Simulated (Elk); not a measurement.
Elk is run on SnO (P4/nmm, 4 atoms in the cell), and the run fails. The aim is a self-consistent single point with DFT, PBE, all-electron FP-LAPW, Elk's shipped species files, default APW+lo basis.

Input as run:

```
tasks
  0

xctype
  20

rmtscf
  0.87

stype
  0

swidth
  0.000367493

maxscl
  100

avec
    7.0317219323    0.0000000000    0.0000000000
    0.0000000000    7.0317219323    0.0000000000
    0.0000000000    0.0000000000    9.0105127389

atoms
  2
  'Sn.in'
  2
  0.0000000000  0.5000000000  0.2353700000    0.0 0.0 0.0
  0.5000000000  0.0000000000  0.7646300000    0.0 0.0 0.0
  'O.in'
  2
  0.5000000000  0.5000000000  0.0000000000    0.0 0.0 0.0
  0.0000000000  0.0000000000  0.0000000000    0.0 0.0 0.0

kpoints
  5 5 4
```

The program printed (abridged):

```
│ Elk code version 10.2.4 started │

Error(readinput): invalid block name : kpoints
```

Problem. Read the log: what does the program object to, and what is the fix?

Solution. The program does not know the word kpoints. To fix it, write ngridk. The program stopped before any SCF iteration.

The sound input it was made from differs as follows (other fixes are possible):
```diff
-kpoints
+ngridk
```

With that input, the run converged in 21 iterations: total energy -340385.2079 eV; top of the valence band (on the code's own zero) 7.67 eV; gap on the k-point mesh 0.32 eV (DFT, PBE, all-electron FP-LAPW, Elk's shipped species files, default APW+lo basis).

On the sound input: the starting cell comes from a database of computed structures (which also holds hypothetical and non-ambient phases and stackings), without a prior relaxation at this level. Its lattice was rescaled by a random factor within 2.5 % of one. Values depend on the basis (sphere radii, cutoffs, local orbitals), which need not be converged.
